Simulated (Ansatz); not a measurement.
Start from Be₂Si (space group Fm-3m, No. 225; a = 5.2836 Å; a model cell, its experimental status unchecked; relaxed with 0.1 eV smearing).

(Cell as relaxed with PBE.)

Levels (all Ansatz, a first-principles code, PAW): PBE (420 eV, without spin-orbit coupling); PBEsol (420 eV, no spin-orbit coupling).

Each level relaxes its own structure.

```csv
base,PBE,PBEsol
volume per atom,12.29 Å³,12.13 Å³
lattice parameter a,5.284 Å,5.260 Å
band gap,zero,zero
```

It is then changed as follows: the cell is scaled by 0.9850 in all directions; the atoms relax in the strained cell.

```csv
quantity,PBE,PBEsol
pressure,4.9 GPa,5.0 GPa
energy relative to the base (free energy F),+8.0 meV/atom,+8.1 meV/atom
band gap,zero,zero
```

The two agree on the band gap. Neither level is exact; PBEsol is the comparison here, not a measurement.

Stability against distortions was not tested. The final runs are not spin-polarised.
